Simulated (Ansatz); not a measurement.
## A computed series for Al: response to strain

Consider Al in the fcc (Cu type) structure (space group Fm-3m, No. 225; relaxed with 0.1 eV smearing).

```yaml
crystal:
  lattice:
    - [0.00000, 2.00773, 2.00773]
    - [2.00773, 0.00000, 2.00773]
    - [2.00773, 2.00773, 0.00000]
  atoms:
    - { symbol: Al, position: [0.00000, 0.00000, 0.00000] }
```

Cartesian axes are those of the cell as printed.

Strains are applied to the cell and any free atomic positions relax.

Calculations: Ansatz (a first-principles code), PBEsol, PAW, cutoff 420 eV, no spin-orbit coupling.

Notes on the quantities. pressure: mean of the normal stresses, compression positive; energy relative to the base: free energy F.

```
variant                         pressure  energy relative to the base  shortest interatomic distance
------------------------------  --------  ---------------------------  -----------------------------
base                             0.0 GPa                   0 meV/atom                        2.839 Å
uniaxial strain ε_zz = −3.00 %   2.7 GPa                +5.6 meV/atom                        2.797 Å
uniaxial strain ε_zz = −2.50 %   2.2 GPa                +3.8 meV/atom                        2.804 Å
uniaxial strain ε_zz = −1.50 %   1.3 GPa                +1.3 meV/atom                        2.818 Å
uniaxial strain ε_zz = −0.50 %   0.4 GPa                +0.1 meV/atom                        2.832 Å
uniaxial strain ε_zz = +0.50 %  -0.4 GPa                +0.1 meV/atom                        2.839 Å
uniaxial strain ε_zz = +1.50 %  -1.2 GPa                +1.2 meV/atom                        2.839 Å
uniaxial strain ε_zz = +2.00 %  -1.5 GPa                +2.2 meV/atom                        2.839 Å
uniaxial strain ε_zz = +2.50 %         …                +3.3 meV/atom                        2.839 Å
uniaxial strain ε_zz = +3.00 %  -2.2 GPa                            …                        2.839 Å
```

Question: Some entries are withheld; estimate them.

Answer: 
- uniaxial strain ε_zz = +2.50 %, pressure: -1.9 GPa
- uniaxial strain ε_zz = +3.00 %, energy relative to the base: +4.8 meV/atom

No phonon test of stability was made.
